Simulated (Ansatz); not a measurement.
GaN (P6_3mc) under hydrostatic pressure (compression positive): electron mass along z by r2SCAN with spin-orbit coupling, rigid bands (plane waves, PAW; Ansatz, a quantum-chemistry and plane-wave program). The unloaded cell, whose axes the loads refer to:

```cif
data_Ga2N2
_chemical_formula_sum 'Ga2 N2'
_space_group_name_H-M_alt 'P63mc'
_space_group_IT_number 186
_space_group_name_Hall 'P 6c -2c'
_cell_length_a 3.18259
_cell_length_b 3.18259
_cell_length_c 5.18543
_cell_angle_alpha 90.000
_cell_angle_beta 90.000
_cell_angle_gamma 120.000
loop_
_atom_site_label
_atom_site_type_symbol
_atom_site_symmetry_multiplicity
_atom_site_Wyckoff_symbol
_atom_site_fract_x
_atom_site_fract_y
_atom_site_fract_z
_atom_site_occupancy
Ga1 Ga 2 b 0.66667 0.33333 0.49919 1
N1 N 2 b 0.33333 0.66667 0.37581 1
```

```json
[
 {"hydrostatic pressure (compression positive) (GPa)": "-12", "volume per atom (Å³)": "12.26", "electron mass along z (mₑ)": "?"},
 {"hydrostatic pressure (compression positive) (GPa)": "-8", "volume per atom (Å³)": "11.92", "electron mass along z (mₑ)": "0.161"},
 {"hydrostatic pressure (compression positive) (GPa)": "-4", "volume per atom (Å³)": "11.63", "electron mass along z (mₑ)": "0.171"},
 {"hydrostatic pressure (compression positive) (GPa)": "0", "volume per atom (Å³)": "11.37", "electron mass along z (mₑ)": "0.180"},
 {"hydrostatic pressure (compression positive) (GPa)": "4", "volume per atom (Å³)": "11.14", "electron mass along z (mₑ)": "0.188"},
 {"hydrostatic pressure (compression positive) (GPa)": "8", "volume per atom (Å³)": "10.94", "electron mass along z (mₑ)": "0.195"},
 {"hydrostatic pressure (compression positive) (GPa)": "16", "volume per atom (Å³)": "10.58", "electron mass along z (mₑ)": "0.208"},
 {"hydrostatic pressure (compression positive) (GPa)": "24", "volume per atom (Å³)": "10.27", "electron mass along z (mₑ)": "0.220"}
]
```

**Question.** Fit a straight line to ln(electron mass along z) against the load over the rows given, and predict the row at -12 GPa.

**Answer.** The means are x̄ = 5.714 GPa and ȳ = -1.6711; Σ(x − x̄)(y − ȳ) = 7.293 and Σ(x − x̄)² = 763.4, so the slope is 0.955 % per GPa, and the rows given lie within 2.4 % of the line. At -12 GPa the line gives 0.159 mₑ; the calculation gives 0.149 mₑ, 6.6 % from it, so the trend bends or changes character over this range.

Masses are for dilute carriers at 300 K, harmonic means over directions unless an axis is named. Stresses and pressures are the targets of the relaxation. The structure type is held at every load. Geometry: cell and atoms relaxed with PBEsol.
